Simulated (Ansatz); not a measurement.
Consider ZnCu in the CsCl type structure (space group Pm-3m, No. 221; a = 2.9085 Å; relaxed with 0.1 eV smearing).

Level of theory: PBEsol (Ansatz, a quantum-chemistry and plane-wave program; PAW; 420 eV plane waves; scalar-relativistic without spin-orbit coupling).

Before the change:

* **Pressure**: 0.0 GPa

It is then changed as follows: an isotropic linear strain of +0.15 %; the atoms relax in the strained cell.

Problem. How does this affect the pressure?

Solution. The pressure goes from zero to -0.6 GPa.

Problem. What does the calculation give for the energy relative to the base after the change?

Solution. The energy stays essentially unchanged.

No phonon test of stability was made. All final runs are without spin polarisation.
